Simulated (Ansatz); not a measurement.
Consider Li2O2 (space group P6_3/mmc, No. 194; a = 3.123 Å, c = 7.565 Å; with O–O pairs, as in a peroxide).

Computed with PBEsol (Ansatz, a first-principles code; PAW; 420 eV plane waves; no spin-orbit coupling).

Before the change:

- Gap between the host's bands = 2.20 eV

The change: electron doping at 7.0×10^21 cm⁻³ (0.447 per cell), with a uniform compensating background at fixed cell and a 300 K Fermi–Dirac width.

Task: Estimate the effect on the gap between the host's bands and Fermi level from band edge.

Result: The gap between the host's bands falls by 1.04 eV (2.20 eV → 1.16 eV); the Fermi level relative to the doped band's edge (positive inside the band; to 0.05 eV) amounts to +0.70 eV.

Charged cell with a jellium background: band edges are those of the host's band count, energies are not comparable with the neutral cell, and many-body gap narrowing is missing. Stability against distortions was not tested.
